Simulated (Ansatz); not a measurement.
**Hypothetical P6_3/mmc HgI2: pressure series**

Consider HgI₂ in the 2H-MoS2 type structure (space group P6_3/mmc, No. 194; a = 4.1662 Å, c = 14.1827 Å; a hypothetical phase, not in the database extracts checked).

Cell and atoms are relaxed at each pressure.

The values are results of DFT with PBE-D3(BJ), PAW potentials and a 420 eV plane-wave cutoff in Ansatz (a first-principles code), no SOC, earlier PAW set, not measurements.

Before the change:

The c/a ratio comes out as 3.404.

Q: The aim is a c/a ratio between 3.773 and 4.073. Which of these changes reaches it?
A) pressure 30 GPa
B) pressure 75 GPa
C) pressure 3 GPa

A: A, pressure 30 GPa. It gives 3.944; pressure 75 GPa gives 4.759; pressure 3 GPa gives 3.315. Changes not listed may reach it too

The mesh was chosen for an insulator and is coarse for the gapless case. From pressure 75 GPa on, the axis ratios lie over 15 % from the base's, so the cell there is far from its starting form. Load acts through the strain it causes; cell and atoms are relaxed under it. Whether these cells are dynamically stable was not tested. No other phases were tried under pressure. All final runs are without spin polarisation.
